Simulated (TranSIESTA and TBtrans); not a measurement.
**Sn chain with one H atom inserted**

System: Sn chain with one H atom inserted. Leads: straight Sn chain, spacing 2.75 Å. Geometry: 3 atoms about the centre moved by SIESTA (PBE, DZP) to a largest force of 0.01 eV/Å, all others as built, motion along the axis alone.

Method: TranSIESTA and TBtrans, PBE, DZP numerical orbitals (energy shift 0.15 eV), PseudoDojo norm-conserving scalar-relativistic potentials, mesh cutoff 200 Ry, 300 K, no spin polarisation, no spin-orbit coupling; self-consistent non-equilibrium Green functions.

| Quantity | Result |
|---|---|
| Conductance at 300 K (G0 = 2e²/h) | 1.97 |
| Mean T from −0.5 to 0.5 eV | 1.85 |

Energies count from the leads' Fermi level. Transmissions are for one spin of a degenerate pair. The energy step is 0.01 eV; narrower resonances are cut or missed.

```csv
E (eV),T,lead channels
-2.00,0.90,1
-1.90,0.91,1
-1.80,0.93,1
-1.70,0.94,1
-1.60,0.95,1
-1.50,0.95,1
-1.40,0.96,1
-1.30,0.97,1
-1.20,0.97,1
-1.10,0.97,1
-1.00,0.98,1
-0.90,0.98,1
-0.80,1.09,band edge
-0.70,1.35,3
-0.60,1.47,3
-0.50,1.62,3
-0.40,1.78,3
-0.30,1.91,3
-0.20,1.99,3
-0.10,2.00,3
0.00,1.97,3
0.10,1.91,3
0.20,1.84,3
0.30,1.76,3
0.40,1.69,3
0.50,1.64,3
0.60,1.59,3
0.70,1.56,3
0.80,1.54,3
0.90,1.53,3
1.00,1.53,3
1.10,1.54,3
1.20,1.55,3
1.30,1.57,3
1.40,1.60,3
1.50,1.63,3
1.60,1.67,3
1.70,1.71,3
1.80,1.76,3
1.90,1.81,3
2.00,1.85,3
```

The straight chain is held at its spacing; free chains may zigzag or dimerise. No spin-polarised start was tried, so a magnetic state, if there is one, is missed.
